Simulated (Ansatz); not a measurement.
Sb on the Si site (6H silicon carbide host)

Method: PBE, PAW (plane waves to 420 eV; Ansatz, a program for electronic structure). The supercell holds 144 host sites (3×2×1 repeats of a cell of 24 atoms), with a 2×2×1 shifted k-point sampling for the final energies. Site at the start: the Si(k2) site. Finite-size correction: monopole term and site-potential alignment. Dielectric constants: PBE linear response of the host. Host gap at this level: 2.01 eV. These values are not converged in cell size to better than tenths of an eV. Levels are measured in PBE's own, too narrow, gap. Spin–orbit coupling is left out, which matters for these heavy elements. Each state is the lowest found from its start.

Charges with a result: +1, 0, −1. Others weren't obtained, and one of them could lie lower, also by skipping a charge.

| charge | moment (μB) | largest move off a lattice site (Å) | image correction with alignment (eV) |
|---|---|---|---|
| +1 | not spin-polarised | 0.18 | 0.29 |
| 0* | fractional | 0.18 | – |
| −1† | not spin-polarised | 0.18 | -0.06 |

* At this level the carrier isn't localised at the defect: at charge 0 electrons occupy the conduction band. Such a state is shallow or no state of the defect, and this cell gives it no level.

† Not settled in this cell, so no level is given: charge −1: carriers not clearly localised, level within 0.1 eV of a band edge or past it.

No other site or start that was run ended lower by more than 0.1 eV.

Flagged in the runs: a doubtful potential alignment, a host whose relaxation on this sampling wasn't shown to rest.
